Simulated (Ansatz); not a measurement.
SnC under load (space group I-4m2), Ansatz (an electronic-structure program) with PBE with spin-orbit coupling, rigid bands. Condition of this run: uniaxial stress along [001] of -2.5 GPa (compression positive) (the target of the relaxation). Band gap 0.72 eV, N_c = 6.38e17 cm⁻³ and N_v = 1.98e19 cm⁻³ at 300 K, conductivity masses along x (a = (0.00, 2.50, 2.56) Å; b = (2.50, 0.00, 2.56) Å; c = (2.50, 2.50, 0.00) Å) of 0.0875 mₑ (electrons) and 0.491 mₑ (holes). Take k_BT = 0.02585 eV.

Task: What built-in voltage has an abrupt junction with N_A = 1e17 and N_D = 1e17 cm⁻³, all dopants ionised?

Result: V_bi = E_g/e − (k_BT/e) ln(N_c N_v/(N_A N_D)) = 0.72 − 0.02585 × 7.14 = 0.54 V, for the computed gap.

Task: What thermal injection velocity √(2k_BT/πm) limits a ballistic channel along the direction named?

Result: 1.82e7 cm/s for electrons and 7.68e6 cm/s for holes, a ratio of √(m_h/m_e) = 2.37, for dilute carriers.

Task: Find the intrinsic carrier density and the intrinsic Fermi level.

Result: n_i = √(N_c N_v) exp(−E_g/2k_BT) = 3.55e18 × exp(−13.93) = 3.2e12 cm⁻³. The level lies (k_BT/2) ln(N_v/N_c) = 44 meV from mid-gap (positive towards the conduction band). Each 0.1 eV added to the gap lowers n_i by a factor of 6.9.

Rigid bands with the computed gap; masses take one relaxation time for all states. Geometry: cell and atoms relaxed with PBEsol.

Computed structure with no diffraction record at hand here (it may be known, metastable or hypothetical): SnC under load (space group I-4m2).
